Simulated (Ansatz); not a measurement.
ZnSe (F-43m) under biaxial stress xx = yy (compression positive): electron conductivity mass by r2SCAN with spin-orbit coupling, rigid bands (plane waves, PAW; Ansatz, a quantum-chemistry and plane-wave program). The unloaded cell, whose axes the loads refer to:

```
CELL_PARAMETERS angstrom
      0.00000     2.83265     2.83265
      2.83265     0.00000     2.83265
      2.83265     2.83265     0.00000
ATOMIC_POSITIONS crystal
  Zn 0.00000 0.00000 0.00000
  Se 0.75000 0.75000 0.75000
```

| biaxial stress xx = yy (compression positive) (GPa) | volume per atom (Å³) | electron conductivity mass (mₑ) |
|---|---|---|
| -2 | 23.20 | 0.129 |
| -1 | 22.96 | 0.131 |
| 0 | 22.73 | 0.133 |
| 1 | 22.50 | 0.134 |
| 2 | 22.27 | ? |

Q: Fit a straight line to ln(electron conductivity mass) against the load over the rows given, and predict the row at 2 GPa.

A: The means are x̄ = -0.500 GPa and ȳ = -2.0270; Σ(x − x̄)(y − ȳ) = 0.06462 and Σ(x − x̄)² = 5.000, so the slope is 1.29 % per GPa, and the rows given lie within 0.31 % of the line. At 2 GPa the line gives 0.136 mₑ; the calculation gives 0.135 mₑ, 0.79 % from it.

Masses are for dilute carriers at 300 K, harmonic means over directions unless an axis is named. Stresses and pressures are the targets of the relaxation. The structure type is held at every load. Geometry: cell and atoms relaxed with r2SCAN.
